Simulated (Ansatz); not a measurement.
Take Lu in the hcp (Mg type) structure (space group P6_3/mmc, No. 194; a = 3.443 Å, c = 5.367 Å; relaxed with 0.1 eV smearing) as the base. Axes: x lies along a and z along c of the hexagonal cell.

Calculations: plane-wave PAW DFT at the PBEsol level (Ansatz, a program for electronic structure, 420 eV), without spin-orbit coupling.

Before the change:

The shortest interatomic distance is 3.340 Å and the band gap comes out as zero.

Now apply this change: the cell is compressed by 2.00 % along x with no lateral relaxation, atoms relaxed at fixed cell.

Question: Estimate the effect on the energy relative to the base, stress, shortest interatomic distance and band gap.

Answer: The energy rises by 3.5 meV/atom; the stress (xx, yy, zz, yz, xz, xy; compression positive) is (2.1, 0.6, 0.5, 0.0, 0.0, 0.0) GPa; the shortest interatomic distance decreases by 0.0122 Å to 3.327 Å; the band gap stays zero.

The cells carry an imposed strain or load. Stability against distortions was not tested.
